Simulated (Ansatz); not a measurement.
```xyz
16
Lattice="3.0753 0.0000 0.0000 0.0000 5.0482 0.0000 0.0000 0.0000 23.8776" Properties=species:S:1:pos:R:3 pbc="T T T"
Si     1.5377     5.1627     7.7457
C      1.5377     1.8339     7.5925
Si     3.0753     2.4755     8.3158
C      3.0753     4.3643     8.3482
Si     3.0753     5.0693    10.1829
C      3.0753     1.9067    10.1717
Si     4.6130     2.5244    11.0425
C      4.6130     4.4240    11.0402
Si     4.6130     5.0485    12.8351
C      4.6130     1.9000    12.8375
Si     6.1506     2.5452    13.6948
C      6.1506     4.4308    13.7060
Si     6.1506     4.9996    15.5618
C      6.1506     1.8403    15.5295
Si     7.6883     2.6386    16.1319
C      7.6883     4.3580    16.2851
```

No spin polarisation.

The values are results of DFT with r2SCAN, PAW potentials and a 500 eV plane-wave cutoff in Ansatz (a quantum-chemistry and plane-wave program), spin-orbit coupling left out, not measurements. Settings: 11×7×1 k-points, 0.05 eV Fermi–Dirac smearing. The cell is a slab with vacuum along z.

Predict the layer's space group and band gap.

The layer's space group (with vacuum) is Pmc2_1 (No. 26). The band gap is 1.67 eV.

No phonon test of stability was made. The cell was made from SiC in the wurtzite structure (space group P6_3mc, No. 186) by this change: a free-standing slab of 4 layers (16 atoms, 4 a layer) is cut normal to the y axis, with 15 Å of vacuum and the in-plane cell held at bulk.
